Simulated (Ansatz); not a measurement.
System: I vacancy in zinc-blende CuI (charge state +1). Method: PBE, PAW (plane waves to 420 eV; Ansatz, an electronic-structure program).

64-site cell at the relaxed PBE lattice, one k-point at (0.250, 0.250, 0.250), smearing 0.01 eV, spin-restricted, no finite-size correction. Energies are static. Spin-orbit coupling is left out. The charge state is imposed; whether it is stable for some Fermi level was not computed. Forms of the defect that were not tried may lie lower.

Barriers: single points on a 2×2×2 k-point mesh shifted by half a step at the bands' geometries.

The step: one I atom jumps into the vacancy from a nearby I site. Atoms about the jump, Cartesian Å from the middle of the jump, before and after:

```json
[
 {"atom": "I1", "x0": "0.00", "y0": "1.55", "z0": "1.55", "x1": "0.00", "y1": "-1.55", "z1": "-1.55"},
 {"atom": "Cu2", "x0": "2.01", "y0": "0.46", "z0": "0.45", "x1": "2.01", "y1": "-0.46", "z1": "-0.46"},
 {"atom": "Cu3", "x0": "-1.49", "y0": "0.00", "z0": "3.08", "x1": "-1.94", "y1": "-0.46", "z1": "3.49"},
 {"atom": "Cu4", "x0": "-1.94", "y0": "-3.49", "z0": "0.45", "x1": "-1.48", "y1": "-3.09", "z1": "0.00"}
]
```

Task: Where do these atoms stand at the saddle point, and how high is it?

Result: 
| atom | x | y | z |
|---|---|---|---|
| I1 | -0.38 | -0.08 | 0.42 |
| Cu2 | 2.09 | 0.05 | 0.13 |
| Cu3 | -1.48 | -0.23 | 2.81 |
| Cu4 | -1.64 | -2.90 | 0.35 |
It lies 1.04 eV above the start and 1.04 eV above the end. The saddle point's order was not checked. Symmetry-equivalent saddle points exist between the same ends.
